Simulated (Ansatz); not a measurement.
An Ansatz (a first-principles code) run: CdSiP2 with a change (pressure −2 GPa); PBEsol/PAW in Ansatz, no spin-orbit coupling.

Input:

Ansatz 0.2 input:
```yaml
crystal:
  lattice:
    - [-2.8331530967, 2.8331530967, 5.2740988103]
    - [2.8331530967, -2.8331530967, 5.2740988103]
    - [2.8331530967, 2.8331530967, -5.2740988103]
  atoms:
    - { symbol: Cd, position: [0.75, 0.25, 0.5] }
    - { symbol: Cd, position: [0, 0, 0] }
    - { symbol: Si, position: [0.25, 0.75, 0.5] }
    - { symbol: Si, position: [0.5, 0.5, 0] }
    - { symbol: P, position: [0.1679525626, 0.125, 0.5429525626] }
    - { symbol: P, position: [0.5820474374, 0.625, 0.4570474374] }
    - { symbol: P, position: [0.375, 0.8320474374, 0.9570474374] }
    - { symbol: P, position: [0.875, 0.4179525626, 0.0429525626] }
basis: { ecutwfc: 420, ecutrho_ratio: 4, xc_grid: 2, fft_grid_basis: typed }
kpoints: { mp_grid: { grid: [8, 8, 8] } }
hamiltonian:
  xc: pbesol
  dispersion: none
  pseudopotentials: { kind: paw }
scf: { occupations: { method: fermi_dirac, width: 0.05 } }
relax: { f_tol: 0.01, max_steps: 60, cell: { stress_tol: 0.02, p_target: -2.0 } }
output: { forces: true, stress: true }
checkpoint: { write: state.ck, write_every: 1000 }
```

Output (explanatory and most iteration lines left out):

```
Relaxation: its limit of steps is 60 (relax.max_steps)
Pseudopotential: Cd, paw, valence charge 20
Pseudopotential: Si, paw, valence charge 4
Pseudopotential: P, paw, valence charge 5
Crystal: 8 atoms, lattice volume = 169.336 Å³
Basis set: ecut = 420 eV, 3289 PW (Γ), exchange–correlation on 90×90×90 points (8 copies of the dense FFT grid, shifted against one another)
Bands: 42, of which v1, the nominal top of the filled ones, is band 34 counted from 1 (33 counted from 0)
Symmetry: 8 space group operations
Space group: I-42d (ITA 122), of the structure as read, at distance tolerance 5.5e-5 Å
k-points: 59 of 512 (time reversal used)
Functional: x = pbesol(κ = 0.804, μ = 0.12345679012345678), c = pbesol(β = 0.046)
SCF iter   1: F=—  HF=-20572.965885 eV  |F-HF|=—  |Δ(HF+E_count)|=         —  Δρ=4.58e-3  dr2=4.51e-2  ethr=1.77e-3  ⟨swp⟩=9.3  Hψ=12351  notcnv=0  defer=2
SCF iter   2: F=—  HF=-20572.952559 eV  |F-HF|=—  |Δ(HF+E_count)|=   1.33e-2  Δρ=1.88e-3  dr2=9.52e-3  ethr=6.63e-5  ⟨swp⟩=2.9  Hψ=4923  notcnv=0  defer=91
SCF 1 converged in 7 iterations: F = -20572.950224 eV  dr2 = 3.86e-9
relax step   1: F+E_penalty+E_count = -20572.95022423 eV  Δ(F+E_penalty+E_count) = +0.000e0 eV  max|allowed force component| = 4.383e-4 eV/Å  Δτ_max = 0.0000 Å  P = -1.000 GPa  Ω = 169.336 Å³  (7 SCF iters, dr2 threshold 1.00e-7 eV, accepted)
[... steps on the carried basis left out ...]
relax step   5: F+E_penalty+E_count = -20572.92915808 eV  Δ(F+E_penalty+E_count) = -4.524e-4 eV  max|allowed force component| = 4.378e-4 eV/Å  Δτ_max = 0.0000 Å  P = -1.998 GPa  Ω = 171.578 Å³  stress off target by 6.17e-3 GPa  SCF on the basis re-selected at this cell (its energy is not comparable with the rows above)  (5 SCF iters)
SCF converged after 5 iterations
Free energy (F): -20572.929158 eV
Internal energy: -20572.929158 eV  (E = F + TS)
E sigma→0 (E₀):  -20572.929158 eV
Entropy (-TS):   -0.000000 eV (-0.000 meV/atom)
Fermi energy:    8.004476 eV
--- Forces (eV/Å), atoms counted from 1 ---
  atom   1  Cd    -0.00000000     0.00000000     0.00000000
  atom   2  Cd    -0.00000000     0.00000000     0.00000000
  atom   3  Si    -0.00000000     0.00000000     0.00000000
  atom   4  Si    -0.00000000     0.00000000     0.00000000
  atom   5  P      0.00000000    -0.00043777    -0.00000000
  atom   6  P      0.00000000     0.00043777     0.00000000
  atom   7  P      0.00043777    -0.00000000     0.00000000
  atom   8  P     -0.00043777    -0.00000000    -0.00000000
--- Stress (GPa, compression-positive) ---
       -1.999727      -0.000000      -0.000000
       -0.000000      -1.999727       0.000000
       -0.000000       0.000000      -1.993830
  P = ⅓ Tr σ = -1.9978 GPa (-19.978 kbar)
--- Relaxed structure (4 steps of the walk, 4 accepted, 1 SCFs on fresh bases) ---
  cell:  # Å, volume = 171.5779 Å³
    - [-2.844895144381903, 2.844895144381903, 5.299914310125818]
    - [2.844895144381903, -2.844895144381903, 5.299914310125818]
    - [2.844895144381903, 2.844895144381903, -5.299914310125818]
  atoms:
    - { symbol: Cd, position: [0.7499999999999999, 0.25000000000000006, 0.49999999999999994] }
    - { symbol: Cd, position: [-9.567098348377246e-21, 1.9134196696753912e-20, 9.567098348376721e-21] }
    - { symbol: Si, position: [0.25000000000000006, 0.7499999999999999, 0.49999999999999994] }
    - { symbol: Si, position: [0.5, 0.5, 9.567098348377024e-21] }
    - { symbol: P, position: [0.1682419273299371, 0.12499999999999994, 0.5432419273299371] }
    - { symbol: P, position: [0.5817580726700629, 0.6249999999999999, 0.45675807267006285] }
    - { symbol: P, position: [0.3749999999999999, 0.8317580726700627, 0.9567580726700629] }
    - { symbol: P, position: [0.875, 0.41824192732993704, 0.04324192732993706] }
```

Load acts through the strain it causes; cell and atoms are relaxed under it. Stability against distortions was not tested. The cell was made from CdSiP$_{2}$ in the chalcopyrite structure (space group I-42d, No. 122) by this change: pressure −2 GPa.
